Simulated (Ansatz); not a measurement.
This Ansatz (an electronic-structure program) input is the reference run, ZnGeP2 in the chalcopyrite structure (space group I-42d, No. 122), computed with Ansatz PBEsol, no spin-orbit coupling:

Ansatz 0.2 input:
```yaml
crystal:
  lattice:
    - [-2.7120951861, 2.7120951861, 5.3547287718]
    - [2.7120951861, -2.7120951861, 5.3547287718]
    - [2.7120951861, 2.7120951861, -5.3547287718]
  atoms:
    - { symbol: Zn, position: [0.75, 0.25, 0.5] }
    - { symbol: Zn, position: [0, 0, 0] }
    - { symbol: Ge, position: [0.25, 0.75, 0.5] }
    - { symbol: Ge, position: [0.5, 0.5, 0] }
    - { symbol: P, position: [0.1266659401, 0.125, 0.5016659401] }
    - { symbol: P, position: [0.6233340599, 0.625, 0.4983340599] }
    - { symbol: P, position: [0.375, 0.8733340599, 0.9983340599] }
    - { symbol: P, position: [0.875, 0.3766659401, 0.0016659401] }
basis: { ecutwfc: 420, ecutrho_ratio: 4, xc_grid: 2, fft_grid_basis: typed }
kpoints: { mp_grid: { grid: [9, 9, 9] } }
hamiltonian:
  xc: pbesol
  dispersion: none
  pseudopotentials: { kind: paw }
scf: { occupations: { method: fermi_dirac, width: 0.05 }, convergence: { dr2_threshold: 0.0000000008 } }
output: { forces: true, stress: true }
```

Task: Write the input for this change: uniaxial stress, 5 GPa compression along z; all other stress components relax to zero.

Result: 
Ansatz 0.2 input:
```yaml
crystal:
  lattice:
    - [-2.7120951861, 2.7120951861, 5.3547287718]
    - [2.7120951861, -2.7120951861, 5.3547287718]
    - [2.7120951861, 2.7120951861, -5.3547287718]
  atoms:
    - { symbol: Zn, position: [0.75, 0.25, 0.5] }
    - { symbol: Zn, position: [0, 0, 0] }
    - { symbol: Ge, position: [0.25, 0.75, 0.5] }
    - { symbol: Ge, position: [0.5, 0.5, 0] }
    - { symbol: P, position: [0.1266659401, 0.125, 0.5016659401] }
    - { symbol: P, position: [0.6233340599, 0.625, 0.4983340599] }
    - { symbol: P, position: [0.375, 0.8733340599, 0.9983340599] }
    - { symbol: P, position: [0.875, 0.3766659401, 0.0016659401] }
basis: { ecutwfc: 420, ecutrho_ratio: 4, xc_grid: 2, fft_grid_basis: typed }
kpoints: { mp_grid: { grid: [9, 9, 9] } }
hamiltonian:
  xc: pbesol
  dispersion: none
  pseudopotentials: { kind: paw }
scf: { occupations: { method: fermi_dirac, width: 0.05 } }
relax: { f_tol: 0.005, max_steps: 50, cell: { stress_tol: 0.01, sigma_target: [0, 0, 5, 0, 0, 0] } }
output: { forces: true, stress: true }
checkpoint: { write: state.ck, write_every: 1000 }
```
This is the input that was run.

Load acts through the strain it causes; cell and atoms are relaxed under it. sigma_target is in GPa, compression positive, in the order xx, yy, zz, yz, xz, xy. Beyond what the load breaks, stability against distortions was not tested.
